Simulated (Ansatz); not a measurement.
Base system: GaCuSe2 in the chalcopyrite structure (space group I-42d, No. 122; a = 5.570 Å, c = 11.075 Å). Axes: x, y, z lie along a, b, c of the conventional cell.

Computed with PBEsol, PAW, 420 eV (Ansatz, an electronic-structure program; spin-orbit coupling left out).

Strains are applied to the cell and any free atomic positions relax; under biaxial strain the out-of-plane vector relaxes too.

One change was made to it. Results:

```json
[
 {"quantity": "energy relative to the base (free energy F)", "base": "0 meV/atom", "after": "+2.5 meV/atom"},
 {"quantity": "shortest interatomic distance", "base": "2.381 Å", "after": "2.393 Å"},
 {"quantity": "pressure (mean of the normal stresses, compression positive)", "base": "0.0 GPa", "after": "-0.8 GPa"},
 {"quantity": "band gap", "base": "0.12 eV", "after": "zero"}
]
```

Problem. Which change produced these results?
A. biaxial strain +2.25 %, plane normal [001], relaxed out of plane
B. biaxial strain +3.00 %, plane normal [001], relaxed out of plane
C. biaxial strain +1.50 %, plane normal [001], relaxed out of plane
D. biaxial strain +0.75 %, plane normal [001], relaxed out of plane

Solution. C, biaxial strain +1.50 %, plane normal [001], relaxed out of plane. For comparison, the energy relative to the base in the other runs: biaxial strain +3.00 %, plane normal [001], relaxed out of plane gives +9.7 meV/atom; biaxial strain +0.75 %, plane normal [001], relaxed out of plane gives +0.6 meV/atom; biaxial strain +2.25 %, plane normal [001], relaxed out of plane gives +5.5 meV/atom.

Whether these cells are dynamically stable was not tested. The final runs are not spin-polarised. Gaps under 0.05 eV, about the width of the smearing, are given as zero. The zero or small gap of GaCuSe2 can change with the level of theory.
